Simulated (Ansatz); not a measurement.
The parent structure is C in the diamond structure (space group Fd-3m, No. 227).

```cif
data_C8
_chemical_formula_sum 'C8'
_space_group_name_H-M_alt 'Fd-3m :1'
_space_group_IT_number 227
_space_group_name_Hall 'F 4d 2 3 -1d'
_cell_length_a 3.57162
_cell_length_b 3.57162
_cell_length_c 3.57162
_cell_angle_alpha 90.000
_cell_angle_beta 90.000
_cell_angle_gamma 90.000
loop_
_atom_site_label
_atom_site_type_symbol
_atom_site_symmetry_multiplicity
_atom_site_Wyckoff_symbol
_atom_site_fract_x
_atom_site_fract_y
_atom_site_fract_z
_atom_site_occupancy
C1 C 8 a 0.00000 0.00000 0.00000 1
```
(The calculation used a cell of 2 atoms; values per cell refer to that cell.)

Computed with plane-wave PAW DFT at the PBE level (Ansatz, an electronic-structure program, 420 eV), scalar-relativistic without spin-orbit coupling, earlier PAW set.

Base values:

The volume per atom comes out as 5.70 Å³ and the smallest direct gap is 5.58 eV. The hole mass is 0.30, 0.30, 0.51 mₑ (at Γ).

Perturbation: a hydrostatic pressure of 5 GPa.

Question: How does this affect the volume per atom, smallest direct gap and hole mass?

Answer: The volume per atom drops by 0.064 Å³, from 5.70 Å³ to 5.63 Å³; the smallest direct gap rises by 0.03 eV, from 5.58 eV to 5.61 eV; the hole mass (degenerate bands, along [100]) goes from 0.30, 0.30, 0.51 mₑ (at Γ) to 0.29, 0.29, 0.52 mₑ (at Γ).

Load acts through the strain it causes; cell and atoms are relaxed under it. Effective masses come from finite differences of ±0.01 Å⁻¹. Whether these cells are dynamically stable was not tested. Competing high-pressure phases were not computed.
